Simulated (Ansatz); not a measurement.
**Several settings converged on the (001) slab of WSe2 (cut from a parent of space group no. 187; 3 atoms in the cell)**

```xyz
3
Lattice="3.3080 0.0000 0.0000 -1.6540 2.8648 0.0000 0.0000 0.0000 17.3147" Properties=species:S:1:pos:R:3 pbc="T T T"
W      0.0000     0.0000     8.6574
Se     0.0000     1.9099    10.3147
Se     0.0000     1.9099     7.0000
```

Base method: PBEsol, default PAW files made with PBE (plane waves; Ansatz, a quantum-chemistry and plane-wave program).

Base settings: basis.ecutwfc = 420 eV; kpoints.mp_grid.grid = 8 8 1; hamiltonian.xc = pbesol; hamiltonian.pseudopotentials = {kind: paw} (the program's default PAW files); scf.occupations.method = fermi_dirac; scf.occupations.width = 0.05 eV.

The count of work is k-points × plane waves × bands × iterations; it is no time. 

**The vacuum**

The mesh stays at the base's, so the ladder's end is converged at best in this setting alone.

Only quantities that move along the ladder and can be compared are tabulated.

```csv
vacuum between outermost atoms (Å),free energy less the last step's (meV/atom),largest difference of a force vector from the last step's (eV/Å),count of work / last
3.0,342.71,0.993,0.22
4.0,73.83,0.061,0.26
5.0,19.15,0.012,0.28
6.0,4.75,0.002,0.32
7.0,1.11,0.001,0.31
8.0,0.24,0.000,0.34
10.0,0.01,0.000,0.40
12.0,0.00,0.000,0.46
14.0,0.00,0.000,0.52
17.0,0.00,0.000,0.61
20.0,0.00,0.000,0.70
25.0,0.00,0.000,0.85
30.0,0.00,0.000,1.0
```

Smallest vacuum between outermost atoms (Å) that holds the free energy within 1 meV/atom of the last step, with all finer ones: 8.0, at 0.34 of the last step's count of work; the step before is off by 1.1 meV/atom.

Smallest vacuum between outermost atoms (Å) that holds the forces within 0.02 eV/Å of the last step, with all finer ones: 5.0, at 0.28 of the last step's count of work; the step before is off by 0.061 eV/Å.

**The k-point mesh**

Only quantities that move along the ladder and can be compared are tabulated.

```tsv
kpoints.mp_grid.grid	free energy less the last step's (meV/atom)	largest difference of a force vector from the last step's (eV/Å)	count of work / last
2 2 1	346.14	0.307	0.048
3 3 1	0.04	0.209	0.062
4 4 1	-17.69	0.048	0.083
5 5 1	0.48	0.005	0.10
6 6 1	0.92	0.004	0.15
7 7 1	-0.22	0.001	0.17
8 8 1	0.08	0.000	0.21
10 10 1	-0.02	0.000	0.29
11 11 1	0.00	0.000	0.33
13 13 1	0.00	0.000	0.44
16 16 1	0.00	0.000	0.62
18 18 1	0.00	0.000	0.77
21 21 1	0.00	0.000	1.0
```

Coarsest kpoints.mp_grid.grid that holds the free energy within 1 meV/atom of the last step, with all finer ones: 5 5 1, at 0.10 of the last step's count of work; the step before is off by 18 meV/atom.

Coarsest kpoints.mp_grid.grid that holds the forces within 0.02 eV/Å of the last step, with all finer ones: 5 5 1, at 0.10 of the last step's count of work; the step before is off by 0.048 eV/Å.

**The plane-wave cutoff**

The mesh stays at the base's, so the ladder's end is converged at best in this setting alone.

Only quantities that move along the ladder and can be compared are tabulated.

| basis.ecutwfc | free energy less the last step's (meV/atom) | largest difference of a force vector from the last step's (eV/Å) | count of work / last |
|---|---|---|---|
| 210 eV | 2218.19 | 0.070 | 0.14 |
| 250 eV | 441.29 | 0.039 | 0.19 |
| 295 eV | 47.58 | 0.009 | 0.21 |
| 355 eV | 2.39 | 0.004 | 0.27 |
| 420 eV | 0.97 | 0.001 | 0.36 |
| 505 eV | 0.30 | 0.001 | 0.46 |
| 630 eV | 0.08 | 0.000 | 0.65 |
| 840 eV | 0.00 | 0.000 | 1.0 |

Coarsest basis.ecutwfc that holds the forces within 0.01 eV/Å of the last step, with all finer ones: 295 eV, at 0.21 of the last step's count of work; the step before is off by 0.039 eV/Å.

Coarsest basis.ecutwfc that holds the free energy within 2 meV/atom of the last step, with all finer ones: 420 eV, at 0.36 of the last step's count of work; the step before is off by 2.4 meV/atom.

On the base run: the starting cell comes from a database of computed structures (which also holds hypothetical and non-ambient phases and stackings), without a prior relaxation at this level. The slab is cut from that crystal, and its faces are unrelaxed. Its lattice was rescaled by up to half a per cent. Spin polarisation is off.

Left out of this page: 1 run of the series outside the window shown, repeating another row's setting, or not comparable.

Keys are those of Ansatz 0.2.
